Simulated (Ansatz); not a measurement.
**A computed series for GaN: carrier doping**

The reference is GaN in the wurtzite structure (space group P6_3mc, No. 186).

```xyz
4
Lattice="3.1827 0.0000 0.0000 -1.5914 2.7563 0.0000 0.0000 0.0000 5.1857" Properties=species:S:1:pos:R:3 pbc="T T T"
Ga     1.5914     0.9188     0.0047
Ga     0.0000     1.8375     2.5975
N      1.5914     0.9188     3.2374
N      0.0000     1.8375     0.6446
```

Carriers are added at fixed cell with a uniform background; the Fermi–Dirac width is that of 300 K.

Method: DFT with PBEsol, PAW potentials and a 420 eV plane-wave cutoff in Ansatz (an electronic-structure program), no SOC, earlier PAW set.

Notes on the quantities. Fermi level from band edge: Fermi level relative to the doped band's edge (positive inside the band; to 0.05 eV).

```tsv
case	gap between the host's bands	Fermi level from band edge
undoped	1.88 eV	–
electrons 1.5×10^21 cm⁻³	1.85 eV	+1.45 eV
electrons 5.0×10^21 cm⁻³	1.80 eV	+2.20 eV
electrons 7.0×10^21 cm⁻³	1.77 eV	+2.35 eV
electrons 1.0×10^22 cm⁻³	1.74 eV	+2.50 eV
holes 1.5×10^21 cm⁻³	1.91 eV	+0.20 eV
holes 5.0×10^21 cm⁻³	1.99 eV	+0.40 eV
holes 7.0×10^21 cm⁻³	2.04 eV	+0.45 eV
holes 1.0×10^22 cm⁻³	2.10 eV	+0.55 eV
```

Charged cell with a jellium background: band edges are those of the host's band count, energies are not comparable with the neutral cell, and many-body gap narrowing is missing. Whether these cells are dynamically stable was not tested.
